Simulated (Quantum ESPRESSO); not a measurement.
Input and output of a self-consistent single point for Ni₃Pb₂Se₂ (P1, 7 atoms in the cell) (Quantum ESPRESSO).

Computed with PBEsol, PSlibrary PAW (PBE) pseudopotentials (plane waves; Quantum ESPRESSO).

The change in words: atoms moved at random. Reference geometry:
```yaml
crystal:
  lattice:
    - [2.85635, 1.64911, 4.84348]
    - [-2.85635, 1.64911, 4.84348]
    - [0.00000, -3.29823, 4.84348]
  atoms:
    - { symbol: Ni, position: [0.00000, 0.00000, 0.50000] }
    - { symbol: Ni, position: [0.50000, 0.00000, 0.00000] }
    - { symbol: Ni, position: [0.00000, 0.50000, 0.00000] }
    - { symbol: Pb, position: [0.00000, 0.00000, 0.00000] }
    - { symbol: Pb, position: [0.50000, 0.50000, 0.50000] }
    - { symbol: Se, position: [0.72264, 0.72264, 0.72264] }
    - { symbol: Se, position: [0.27736, 0.27736, 0.27736] }
```

Reference input (self-consistent single point, DFT, PBEsol, plane waves, PSlibrary PAW (PBE) pseudopotentials): ecutwfc = 55 Ry; ecutrho = 330 Ry; occupations = smearing; smearing = gauss; degauss = 0.0073499 Ry; input_dft = pbesol; K_POINTS = automatic 4 4 4 0 0 0; conv_thr = 1e-09 Ry; mixing_beta = 0.4. This run's input differs from it in these lines:

```diff
@@ -28,9 +28,9 @@
 ATOMIC_POSITIONS bohr
-Ni    0.0000000000   -3.1163745403    4.5764281796
-Ni    2.6988595196    1.5581872701    4.5764281796
-Ni   -2.6988595196    1.5581872701    4.5764281796
-Pb    0.0000000000    0.0000000000    0.0000000000
-Pb    0.0000000000    0.0000000000   13.7292845389
-Se    0.0000000000    0.0000000000   19.8425779827
-Se    0.0000000000    0.0000000000    7.6159910951
+Ni   -0.0450709554   -3.1009486959    4.5207422016
+Ni    2.8603053898    1.5006586261    4.6628860608
+Ni   -2.7840194241    1.5934549218    4.4582556512
+Pb    0.1011262695   -0.0082241217    0.1390044295
+Pb    0.0199391748   -0.0095432781   13.6529588697
+Se   -0.1095521092   -0.0465226088   19.9245143528
+Se   -0.0427283453    0.0711151445    7.5587857429
 K_POINTS automatic
@@ -38,5 +38,5 @@
 CELL_PARAMETERS angstrom
-   2.8563499064     1.6491143874     4.8434830000
-  -2.8563499064     1.6491143874     4.8434830000
-   0.0000000000    -3.2982287747     4.8434830000
+   2.8563500000     1.6491140000     4.8434830000
+  -2.8563500000     1.6491140000     4.8434830000
+   0.0000000000    -3.2982290000     4.8434830000
```

Output, abridged:

```
     Self-consistent Calculation

     iteration #  1     ecut=    55.00 Ry     beta= 0.40

     total energy              =   -2639.22935701 Ry
     estimated scf accuracy    <       3.03886946 Ry

     iteration #  2     ecut=    55.00 Ry     beta= 0.40

     total energy              =   -2638.03895753 Ry
     estimated scf accuracy    <      28.36879619 Ry

     iteration #  3     ecut=    55.00 Ry     beta= 0.40

     total energy              =   -2640.67484995 Ry
     estimated scf accuracy    <       0.13022965 Ry

   [... 13 blocks of this kind left out ...]

     iteration # 17     ecut=    55.00 Ry     beta= 0.40

     total energy              =   -2640.68408728 Ry
     estimated scf accuracy    <          3.1E-09 Ry

     iteration # 18     ecut=    55.00 Ry     beta= 0.40
     End of self-consistent calculation

     the Fermi energy is    10.4154 ev

!    total energy              =   -2640.68408728 Ry
     estimated scf accuracy    <          1.5E-10 Ry
     smearing contrib. (-TS)   =      -0.00150513 Ry
     internal energy E=F+TS    =   -2640.68258216 Ry

     convergence has been achieved in  18 iterations

     Forces acting on atoms (cartesian axes, Ry/au):

     atom    1 type  1   force =     0.00029242    0.00730365    0.00871923
     atom    2 type  1   force =    -0.02162551   -0.00542025    0.01531527
     atom    3 type  1   force =     0.02059957   -0.00857135    0.02088744
     atom    4 type  2   force =    -0.00739445    0.00022700   -0.00609479
     atom    5 type  2   force =    -0.00120046   -0.00313371    0.00263086
   [... lines left out ...]

     Total force =     0.059927     Total SCF correction =     0.000017

          total   stress  (Ry/bohr**3)                   (kbar)     P=      -34.61
  -0.00022354   0.00000962  -0.00001963          -32.88        1.41       -2.89
   0.00000962  -0.00028473  -0.00004987            1.41      -41.89       -7.34
  -0.00001963  -0.00004987  -0.00019750           -2.89       -7.34      -29.05

   JOB DONE.
```

The run converged in 18 iterations. Against the reference run the free energy goes up by 11.8 meV/atom, the pressure goes from -4.90 to -3.46 GPa and the largest force goes from 0.167 to 1.036 eV/Å.

The starting cell comes from a database of computed structures (which also holds hypothetical and non-ambient phases and stackings), without a prior relaxation at this level. For this run, on top of that: atoms moved at random. Spin polarisation is off, so a magnetic state, if there is one, cannot be reached. With a pressure of about -3 GPa the cell is away from its equilibrium volume at this level. Forces in this geometry exceed 1 eV/Å.

Cost on one core of a shared machine: roughly 7 min.
